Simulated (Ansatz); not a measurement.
Band gap of Hf2N2O (C2/m, No. 12, 15 atoms in the cell; start mp-755314) at several levels of theory

No measured value is used here.

| level (code) | value (eV) | cell (Å³/atom) |
|---|---|---|
| LDA (Ansatz) | 1.87 | 11.42 |
| PBEsol (Ansatz) | 1.91 | 11.70 |
| PBEsol+SOC (Ansatz) | 1.91 (indirect) | 11.70 |
| r²SCAN (Ansatz) | 2.38 | 11.70 |
| PBE0 (Ansatz) | ___ | 11.70 |

### Question
Some entries are withheld; supply them.

### Answer

- PBE0 (Ansatz, a quantum-chemistry and plane-wave program), value (eV): 3.82

Computed values are for a static lattice. Levels without +SOC have no spin–orbit coupling; where heavier elements are present it shifts gaps, mostly down, and can invert bands.  Values are at the PBEsol cell; LDA at the level's own equilibrium cell; PBEsol at the level's own equilibrium cell. Cutoffs and k meshes differ between the levels. Ansatz's density-functional and Hartree–Fock values are scalar-relativistic unless marked +SOC, with PAW data made under PBE.

A start named mp-… is a Materials Project structure, which need not be a measured phase.
